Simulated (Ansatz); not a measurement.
Start from AlRu in the CsCl type structure (space group Pm-3m, No. 221; a = 2.9770 Å; relaxed with 0.1 eV smearing). Axes: x, y, z lie along the cube axes.

The values are results of Ansatz (a program for electronic structure), PBEsol, PAW, cutoff 420 eV, spin-orbit coupling left out, not measurements.

Strains are applied to the cell and any free atomic positions relax; under biaxial strain the out-of-plane vector relaxes too.

One change was made to it. Results:

```csv
quantity,base,after
"pressure (mean of the normal stresses, compression positive)",0.0 GPa,-5.8 GPa
energy relative to the base (free energy F),0 meV/atom,+15 meV/atom
```

Which of these changes matches the shifts?
A. biaxial strain +1.67 %, plane normal [111], relaxed out of plane
B. biaxial strain −2.08 %, plane normal [111], relaxed out of plane
C. biaxial strain +2.08 %, plane normal [111], relaxed out of plane
D. biaxial strain −1.67 %, plane normal [111], relaxed out of plane

C, biaxial strain +2.08 %, plane normal [111], relaxed out of plane. For comparison, the energy relative to the base in the other runs: biaxial strain +1.67 %, plane normal [111], relaxed out of plane gives +9.9 meV/atom; biaxial strain −1.67 %, plane normal [111], relaxed out of plane gives +11 meV/atom; biaxial strain −2.08 %, plane normal [111], relaxed out of plane gives +17 meV/atom.

Stability against distortions was not tested. The final runs are not spin-polarised.
